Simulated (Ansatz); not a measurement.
The structure below was relaxed with PBE (Ansatz, a program for electronic structure; PAW; 420 eV plane waves; spin-orbit coupling left out), at pressure −1 GPa.

```
YN
1.0
    0.00000     2.45808     2.45808
    2.45808     0.00000     2.45808
    2.45808     2.45808     0.00000
Y N
1 1
Direct
  0.00000   0.00000   0.00000
  0.50000   0.50000   0.50000
```

### Question
Find the space group and the Wyckoff positions.

### Answer
Space group Fm-3m (No. 225); a = b = c = 4.9162 Å, α = β = γ = 90.00°

| atom | site | symmetry | x | y | z |
|---|---|---|---|---|---|
| Y | 4a | m-3m | 0.0000 | 0.0000 | 0.0000 |
| N | 4b | m-3m | 0.5000 | 0.5000 | 0.5000 |

### Question
Describe the coordination.

### Answer
The crystal has 8 atoms in its conventional cell. Lattice parameters: a = 4.9162 Å, b = 4.9162 Å, c = 4.9162 Å, α = 90.00°, β = 90.00°, γ = 90.00°. Y is surrounded by 6 N at 2.458 Å (octahedral). N sees 6 Y at 2.458 Å (octahedral). (Neighbours: up to the widest gap in distance over summed covalent radii, below 1.35, at either atom; cation-cation and far metal-metal contacts left out.)

Load acts through the strain it causes; cell and atoms are relaxed under it. Stability against distortions was not tested. The cell was made from YN in the rock salt structure (space group Fm-3m, No. 225) by this change: pressure −1 GPa.
